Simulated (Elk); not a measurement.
## Worked example: self-consistent single point of YB2 (P6/mmm, 3 atoms in the cell) in Elk

Level of theory: PBEsol, all-electron FP-LAPW, Elk's shipped species files, APW+lo basis with extra local orbitals (Elk).

Input as run:

```
tasks
  0

xctype
  22

tforce
  .true.

rgkmax
  8.0

gmaxvr
  18.0

lmaxapw
  10

lmaxo
  8

nxlo
  2

lorbcnd
  .true.

lradstp
  2

nrmtscf
  2.0

rmtscf
  0.93

lmaxi
  4

stype
  3

swidth
  0.00367493

scale
  1.889726125

avec
    3.3008398304    0.0000000394    0.0000000000
   -1.6504199493    2.8586111272    0.0000000000
    0.0000000000    0.0000000000    3.8625000000

sppath
  'species/'

atoms
  2   : nspecies
  'Y.in'   : spfname
  1   : natoms; atposl, bfcmt below
  0.0000000000  0.0000000000  0.0000000000    0.0 0.0 0.0
  'B.in'   : spfname
  2   : natoms; atposl, bfcmt below
  0.3333333333  0.6666666667  0.5000000000    0.0 0.0 0.0
  0.6666666667  0.3333333333  0.5000000000    0.0 0.0 0.0

ngridk
  8 8 6
```

Output, abridged:

```
│ Elk code version 10.2.4 │

All units are atomic (Hartree, Bohr, etc.)

│ Ground-state run starting from atomic densities │

Lattice vectors :
   6.237683262      0.7445520932E-07   0.000000000
  -3.118841695       5.401992128       0.000000000
   0.000000000       0.000000000       7.299067158

Unit cell volume      :    245.9487546
Brillouin zone volume :    1.008544295

Muffin-tin inner radius fraction :   0.1000000000E-01

Nuclei treated as point charges

Species :    1 (Y)
 parameters loaded from : Y.in
 name : yttrium
 nuclear charge    :   -39.00000000
 electronic charge :    39.00000000
 atomic mass :    162065.4502
 muffin-tin radius :    2.418000000
 number of radial points in muffin-tin :   1199
 atomic positions (lattice), magnetic fields (Cartesian) :
   1 :   0.00000000  0.00000000  0.00000000    0.00000000  0.00000000  0.00000000

Species :    2 (B)
 parameters loaded from : B.in
 name : boron
 nuclear charge    :   -5.000000000
 electronic charge :    5.000000000
 atomic mass :    19707.24741
 muffin-tin radius :    1.674000000
 number of radial points in muffin-tin :    599
 atomic positions (lattice), magnetic fields (Cartesian) :
   1 :   0.33333333 -0.33333333  0.50000000    0.00000000  0.00000000  0.00000000
   2 :  -0.33333333  0.33333333  0.50000000    0.00000000  0.00000000  0.00000000

Total number of atoms per unit cell :    3

Spin treatment :
 spin-unpolarised

Number of Bravais lattice symmetries :   24
Number of crystal symmetries         :   24
Crystal has inversion symmetry
Real symmetric eigensolver will be used

k-point grid :      8     8     6
k-point offset :    0.000000000       0.000000000       0.000000000
k-point set is reduced with full crystal symmetry group
Total number of k-points :       40

Muffin-tin radius times maximum |G+k| :    8.000000000
 using average radius
Maximum |G+k| for APW functions       :    4.162330905
   [... lines left out ...]
Maximum |G| for potential and density :    18.00000000
 potential will be trimmed for |G| > 2 gkmax
Constant for pseudocharge density :   11
Radial integration step length :    2

G-vector grid sizes :     36    36    42
Number of G-vectors :    24203

Maximum angular momentum used for
 APW functions                      :   10
 outer part of muffin-tin           :    8
 inner part of muffin-tin           :    4

Total nuclear charge    :   -49.00000000
Total core charge       :    32.00000000
Total valence charge    :    17.00000000
Total excess charge     :    0.000000000
Total electronic charge :    49.00000000

Effective Wigner radius, rₛ :    1.062151939

Number of empty states         :   12
Total number of valence states :   21
Total number of core states    :   32

Conduction state local-orbitals added automatically
Total number of local-orbitals :  304

Exchange-correlation functional :     22     0     0
 PBEsol, Phys. Rev. Lett. 100, 136406 (2008)
 gradient requirement :    1
 generalised gradient approximation (GGA)

Smearing type :    3
 Fermi-Dirac
Smearing width :   0.3674930000E-02
Effective electronic temperature (K) :    1160.451112

Mixing type :    3
 Broyden mixing, J. Phys. A: Math. Gen. 17, L317 (1984)

Kohn-Sham potential initialised from atomic data
│ Self-consistent loop started │
│ Loop number : 1 │
 total energy                :     -3433.47138809
│ Loop number : 2 │
 total energy                :     -3433.56564232
RMS change in Kohn-Sham potential (target) :    3.515999459     (  0.1000000000E-05)
Absolute change in total energy (target)   :   0.9425422651E-01 (  0.1000000000E-03)
│ Loop number : 3 │
 total energy                :     -3433.00602534
RMS change in Kohn-Sham potential (target) :    2.028343082     (  0.1000000000E-05)
Absolute change in total energy (target)   :   0.5360534165     (  0.1000000000E-03)
│ Loop number : 4 │
 total energy                :     -3433.40597201
RMS change in Kohn-Sham potential (target) :   0.6578650086     (  0.1000000000E-05)
Absolute change in total energy (target)   :   0.2659333085     (  0.1000000000E-03)
│ Loop number : 5 │
 total energy                :     -3433.32046667
RMS change in Kohn-Sham potential (target) :   0.1361676440     (  0.1000000000E-05)
Absolute change in total energy (target)   :   0.1902201041E-01 (  0.1000000000E-03)
   [... lines left out ...]
Absolute change in total energy (target)   :   0.4155112195E-02 (  0.1000000000E-03)
│ Loop number : 11 │
 total energy                :     -3433.29053611
RMS change in Kohn-Sham potential (target) :   0.4464251279E-04 (  0.1000000000E-05)
Absolute change in total energy (target)   :   0.2533879690E-02 (  0.1000000000E-03)
│ Loop number : 12 │
 total energy                :     -3433.29105021
RMS change in Kohn-Sham potential (target) :   0.1624738977E-05 (  0.1000000000E-05)
Absolute change in total energy (target)   :   0.1193669677E-03 (  0.1000000000E-03)
│ Loop number : 13 │
 total energy                :     -3433.29109679
RMS change in Kohn-Sham potential (target) :   0.1570687424E-05 (  0.1000000000E-05)
Absolute change in total energy (target)   :   0.1673924544E-04 (  0.1000000000E-03)
│ Loop number : 14 │
 total energy                :     -3433.29110290
RMS change in Kohn-Sham potential (target) :   0.8322237312E-06 (  0.1000000000E-05)
Absolute change in total energy (target)   :   0.1029713439E-04 (  0.1000000000E-03)
Convergence targets achieved

│ Loop number : 15 │

Energies :
 Fermi                       :     0.367477772706
 sum of eigenvalues          :     -2015.81707054
 electron kinetic            :      3539.52415734
 core electron kinetic       :      3476.15404311
 Coulomb                     :     -6857.14333341
 Coulomb potential           :     -5403.59084634
 nuclear-nuclear             :     -344.841353402
 electron-nuclear            :     -7621.01311368
 Hartree                     :      1108.71113367
 Madelung                    :     -4155.34791024
 xc potential                :     -151.750381537
 exchange                    :     -113.027337384
 correlation                 :     -2.64348682519
 electron entropic           :    -0.109659734684E-02
 total energy                :     -3433.29109688

Density of states at Fermi energy :    24.16167075
 (states/Hartree/unit cell)

Estimated indirect band gap :   0.1952640461E-02
 from k-point     27 to k-point     10
Estimated direct band gap   :   0.4194442162E-01
 at k-point      3

Charges :
 core                        :    32.00000000
 valence                     :    17.00000000
 interstitial                :    5.140899102
 muffin-tins (core leakage)
  species :    1 (Y)
   atom    1                 :    36.63635769     (  0.3059351213E-04)
  species :    2 (B)
   atom    1                 :    3.611371602     (  0.1679357602E-03)
   atom    2                 :    3.611371602     (  0.1679357602E-03)
 total in muffin-tins        :    43.85910090
 total calculated charge     :    48.99961280
 total charge                :    49.00000000
 error                       :   0.3871955338E-03

│ Self-consistent loop stopped │

Forces :
 species :    1 (Y)
  atom :    1
   Hellmann-Feynman          :     0.00000000    0.00000000    0.00000000
   IBS                       :    -0.00000000   -0.00000000    0.00000000
   total force               :     0.00000000    0.00000000    0.00000000
   total magnitude           :     0.00000000
 species :    2 (B)
  atom :    1
   Hellmann-Feynman          :    -0.00000000   -0.00000000   -0.00000000
   IBS                       :     0.00000000    0.00000000    0.00000000
   total force               :    -0.00000000    0.00000000    0.00000000
   total magnitude           :     0.00000000
  atom :    2
   Hellmann-Feynman          :     0.00000000    0.00000000   -0.00000000
   IBS                       :    -0.00000000   -0.00000000    0.00000000
   total force               :     0.00000000   -0.00000000    0.00000000
   total magnitude           :     0.00000000
```

The run converged in 15 iterations. The count includes the last loop, which Elk runs after its targets are met.

The starting cell comes from a database of computed structures (which also holds hypothetical and non-ambient phases and stackings), without a prior relaxation at this level. Values depend on the basis (sphere radii, cutoffs, local orbitals), which need not be converged. The log's line on a gap gives a spacing of levels on this mesh, which the program prints for metals too.
